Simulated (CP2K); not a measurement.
Band structure of CuCl (F-43m, 2 atoms in the cell).

```yaml
crystal:
  lattice:
    - [3.82545, 0.00000, 0.00000]
    - [1.91272, 3.31293, 0.00000]
    - [1.91272, 1.10431, 3.12346]
  atoms:
    - { symbol: Cu, position: [0.00000, 0.00000, 0.00000] }
    - { symbol: Cl, position: [0.25000, 0.25000, 0.25000] }
```

Computed with PBE, GPW, DZVP-MOLOPT-SR-GTH basis, GTH-PBE potentials (GTH_POTENTIALS) in CP2K 2026.2.

Settings: CUTOFF = 600 Ry; REL_CUTOFF = 60 Ry; SMEAR/METHOD = FERMI_DIRAC; ELECTRONIC_TEMPERATURE = 580.23 K; KPOINTS/SCHEME = MONKHORST-PACK 9 9 9; XC_FUNCTIONAL = PBE; Cu/BASIS_SET = DZVP-MOLOPT-SR-GTH; Cu/POTENTIAL = GTH-PBE-q11; Cl/BASIS_SET = DZVP-MOLOPT-SR-GTH; Cl/POTENTIAL = GTH-PBE-q7; METHOD = GPW; EPS_DEFAULT = 1e-10; EXTRAPOLATION = USE_GUESS; NGRIDS = 5.

The starting cell has typed, rounded lattice constants, without a prior relaxation at this level. Values carry the incompleteness of an atom-centred basis.

Task: Predict the gap along the standard path and the places of the band edges.

Result: The gap along the path is 0.49 eV, direct at Γ to within 0.01 eV.

Levels in eV from the top of the valence band on the SCF mesh, bands 6 to 10:
| point | 6 | 7 | 8 | 9 | 10 |
|---|---|---|---|---|---|
| Γ | -1.48 | 0.00 | 0.00 | 0.00 | 0.49 |
| X | -1.37 | -1.28 | -1.10 | -1.10 | 3.56 |
| W | -1.58 | -1.30 | -1.11 | -0.78 | 5.25 |
| K | -1.40 | -1.33 | -1.01 | -0.87 | 4.53 |
| L | -1.41 | -1.35 | -0.56 | -0.56 | 3.15 |
| U | -1.40 | -1.33 | -1.01 | -0.87 | 4.53 |

Higher empty bands are left out: an atom-centred basis made for the valence describes them poorly.
